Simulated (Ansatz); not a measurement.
## A computed series for hypothetical anatase SrBr2: response to strain

Take SrBr$_{2}$ in the anatase structure (space group I4_1/amd, No. 141; a = 6.043 Å, c = 14.509 Å; a hypothetical phase, not in the database extracts checked) as the base. Axes: x, y, z lie along a, b, c of the conventional cell.

Strains are applied to the cell and any free atomic positions relax; under biaxial strain the out-of-plane vector relaxes too.

All numbers come from Ansatz (a first-principles code) PBE, spin-orbit coupling left out.

Notes on the quantities. energy relative to the base: free energy F.

```tsv
change	electron mass	width of the top valence band	energy relative to the base	band gap
base	0.40 mₑ along c, 0.38 mₑ across (at Γ)	0.31 eV	0 meV/atom	4.60 eV
biaxial strain −3.36 %, plane normal [001], relaxed out of plane	0.38 mₑ out of plane, 0.41 mₑ in plane (at Γ)	0.25 eV	+11 meV/atom	4.72 eV
biaxial strain −1.04 %, plane normal [001], relaxed out of plane	0.39 mₑ (at Γ)	0.30 eV	+1.1 meV/atom	4.64 eV
biaxial strain +1.19 %, plane normal [001], relaxed out of plane	0.42 mₑ out of plane, 0.37 mₑ in plane (at Γ)	0.30 eV	+1.4 meV/atom	4.55 eV
biaxial strain +1.23 %, plane normal [001], relaxed out of plane	0.42 mₑ out of plane, 0.37 mₑ in plane (at Γ)	0.30 eV	+1.5 meV/atom	4.55 eV
isotropic strain +0.82 %	0.41 mₑ along c, 0.38 mₑ across (at Γ)	0.28 eV	+1.4 meV/atom	4.55 eV
isotropic strain +2.32 %	0.43 mₑ along c, 0.38 mₑ across (at Γ)	0.23 eV	+10 meV/atom	4.45 eV
isotropic strain +4.21 %	0.46 mₑ along c, 0.39 mₑ across (at Γ)	0.18 eV	+32 meV/atom	4.33 eV
```

Masses are band curvatures over ±0.01 Å⁻¹ around the edge. Whether these cells are dynamically stable was not tested.
